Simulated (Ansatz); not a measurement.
Seebeck coefficient (μV/K, mean over directions) of n-type monolayer ZrS$_{2}$ against carrier density, PBE, rigid bands run with Ansatz (an electronic-structure program). Computed gap 1.20 eV; densities at which minority carriers matter at this gap, or further valleys turn the trend, are left out. Conductivity mass 0.53 mₑ (harmonic mean over directions), N_c = 2.6e13 cm⁻² at 300 K.

```json
[
 {"electron density": "1.9e9 cm⁻²", "300 K": "-991", "500 K": "-1036"},
 {"electron density": "1.9e10 cm⁻²", "300 K": "-793", "500 K": "?"},
 {"electron density": "1.9e11 cm⁻²", "300 K": "-594", "500 K": "-639"},
 {"electron density": "5.7e11 cm⁻²", "300 K": "-500", "500 K": "-545"},
 {"electron density": "1.9e12 cm⁻²", "300 K": "-396", "500 K": "-441"},
 {"electron density": "5.7e12 cm⁻²", "300 K": "-301", "500 K": "-346"},
 {"electron density": "1.9e13 cm⁻²", "300 K": "?", "500 K": "-243"},
 {"electron density": "5.7e13 cm⁻²", "300 K": "-110", "500 K": "-151"},
 {"electron density": "1.9e14 cm⁻²", "300 K": "?", "500 K": "-65"}
]
```

Task: Some entries are withheld; supply them.

Result: 
- 1.9e10 cm⁻², 500 K: -838
- 1.9e13 cm⁻², 300 K: -199
- 1.9e14 cm⁻², 300 K: -40

Rigid bands with a gap fixed in temperature, one relaxation time for all states, no polarons or phonon drag, and whether or not such doping can be reached. Spin-orbit coupling is left out.

Model free-standing layer, not matched to a measured one here: monolayer ZrS2.
